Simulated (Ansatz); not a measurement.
The starting structures come from a database of crystals and need not be the phases stable at ambient conditions.

The decay constant κ of evanescent states in the gap governs leakage through a thin film.

Input:

```
MgO6Sb2
1.0
    6.59364     0.00000     0.00000
    3.29682     9.83285     0.00000
    3.29682    -1.10538     3.10599
Mg Sb O
2 4 12
Direct
  0.00000   0.00000   0.00000
  0.00000   0.50000   0.50000
  0.66771   0.83229   0.83229
  0.33229   0.16771   0.16771
  0.66771   0.33229   0.33229
  0.33229   0.66771   0.66771
  0.62976   0.67189   0.06859
  0.37024   0.32811   0.93141
  0.02646   0.17189   0.17189
  0.97354   0.82811   0.82811
  0.02646   0.67189   0.27519
  0.97354   0.32811   0.72481
  0.62976   0.17189   0.17189
  0.37024   0.82811   0.82811
  0.69008   0.00000   0.61984
  0.30992   0.00000   0.38016
  0.30992   0.50000   0.50000
  0.69008   0.50000   0.50000
```

Space group of this cell: P4_2/mnm. The cell is taken as given.

Transport runs along the normal of the first two printed cell vectors, the (111) plane of the conventional cell.

The gap is the functional's own, uncorrected, and κ follows it; spin-orbit coupling is left out. Mid-gap values are interpolated between the computed energies.

Problem. State the band gap and the smallest decay constant κ at mid-gap according to r2SCAN (Ansatz, a first-principles code).

Solution. Gap 2.13 eV on a 10×10×10 mesh; κ = 0.240 1/Å, at the zone centre.
